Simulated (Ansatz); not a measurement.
# CaIr2: pressure series

Base system: CaIr$_{2}$ in the cubic Laves (MgCu2 type) structure (space group Fd-3m, No. 227; a = 7.485 Å; a cell from a computed database, its experimental status unchecked).

Cell and atoms are relaxed at each pressure.

Method: PBEsol, PAW, 420 eV (Ansatz, an electronic-structure program; scalar-relativistic without spin-orbit coupling).

Notes on the quantities. enthalpy: H = E + PV relative to the base's energy.

```
change            lattice parameter a       enthalpy
----------------  -------------------  -------------
base                         748.5 pm              –
pressure −2 GPa              751.3 pm  -0.22 eV/atom
pressure −1 GPa              749.9 pm  -0.11 eV/atom
pressure 0.3 GPa             748.1 pm  +0.03 eV/atom
pressure 0.7 GPa             747.6 pm  +0.08 eV/atom
pressure 1.5 GPa             746.6 pm  +0.16 eV/atom
pressure 3 GPa               744.7 pm  +0.32 eV/atom
pressure 5 GPa               742.2 pm  +0.54 eV/atom
pressure 7.5 GPa             739.3 pm  +0.80 eV/atom
pressure 10 GPa              736.6 pm  +1.06 eV/atom
```

Load acts through the strain it causes; cell and atoms are relaxed under it. No phonon test of stability was made. Competing high-pressure phases were not computed. All final runs are without spin polarisation. CaIr2 has a high density of states at the Fermi level and may be magnetic at this level.
